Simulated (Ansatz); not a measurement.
A computed series for BaTiO3: point defects

Take a 15-atom supercell of BaTiO$_{3}$ (space group P4mm, No. 99; a = 3.955 Å, c = 4.044 Å) at its relaxed geometry as the base.

One neutral defect a cell, atoms relaxed at fixed cell.

All numbers come from PBEsol, PAW, 420 eV (Ansatz, a program for electronic structure; no spin-orbit coupling).

```tsv
variant	largest displacement of a host atom from its site in the perfect cell	pressure
perfect supercell	–	0.0 GPa
O interstitial (started 1.75 Å from the nearest host atom)	___	___
Ti vacancy, symmetric start	0.25 Å	5.4 GPa
Ba on a O site (antisite), symmetric start	0.56 Å	22.6 GPa
```

Q: Complete the table.

A: 
- O interstitial (started 1.75 Å from the nearest host atom), largest displacement of a host atom from its site in the perfect cell: 0.34 Å
- O interstitial (started 1.75 Å from the nearest host atom), pressure: 10.6 GPa

The magnetic state is the one reached from the starting moments; the real material's order can differ, and small cells can't hold many antiferromagnetic ones. In so small a cell the defect repeats every few ångströms: this is an ordered compound, not a dilute defect. A case with no gap was solved on a k-mesh chosen for an insulator, which is coarse for it. Defects with a symmetric start kept the site's symmetry and may sit on a saddle; the others started slightly shaken. Seeded moments were not kept for O interstitial (started 1.75 Å from the nearest host atom) and Ba on a O site (antisite). No Hubbard U is applied, and correlation can decide whether such a compound is a metal. Spin-polarised in the final run: O interstitial (started 1.75 Å from the nearest host atom), Ti vacancy and Ba on a O site (antisite); the other runs are not.
